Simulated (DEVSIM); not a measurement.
Structure: abrupt GaAs n-p junction, at 400 K.

Layer 1 from the left is GaAs, thickness (μm) 80.0, Nd (cm⁻³) 5.4e16, τn (s) 9e-9, τp (s) 9e-9. Layer 2 from the left is GaAs, thickness (μm) 1.20, Na (cm⁻³) 9e15, τn (s) 9e-9, τp (s) 9e-9.

Left contact: ohmic. Right contact: ohmic. Voltage is applied to the left contact. Recombination: SRH at mid-gap, radiative. Mobility is constant in doping.

The device is made up for the run: typed textbook-type constants, with dimensions and the other settings drawn at random. Values at 300 K; Nc and Nv go as T^1.5, mobilities as T to minus their exponent, the gap by Varshni's rule with the affinity fixed.

GaAs: gap (eV) 1.424, affinity (eV) 4.07, permittivity 12.9, Nc (cm⁻³) 4.7e17, Nv (cm⁻³) 9e18, μn (cm²/Vs) 8500, μp (cm²/Vs) 400, T exponent of μn 2.1, T exponent of μp 2.2, B (cm³/s) 2e-10, Varshni α (eV/K) 0.000541, Varshni β (K) 204.

Q: Estimate by hand the built-in potential, the peak field at zero bias, the capacitance at 0.6 V, and compare with a numerical solution.

A: 
- Built-in potential: ni = √(Nc Nv) exp(−Eg/2kT) = 6.67e9 cm⁻³ with Eg = 1.377 eV; Vbi = kT/q ln(Na Nd/ni²) = 1.035 V; numerical 1.035 V.
- Peak field at zero bias: depletion approximation: W = √(2εVbi/(qN)) = 0.437 μm with N = 7.71e15 cm⁻³; field = 2Vbi/W = 47300 V/cm; numerical 45800 V/cm (estimate above by 3.4 %).
- Capacitance at 0.6 V: C = √(qεN / 2(Vbi + |V|)) = 20.8 nF/cm²; numerical 21.2 nF/cm² (estimate below by 2.2 %).

Simulated with DEVSIM: 1D drift-diffusion, Boltzmann statistics, complete ionisation; no tunnelling, impact ionisation, image-force lowering or self-heating.
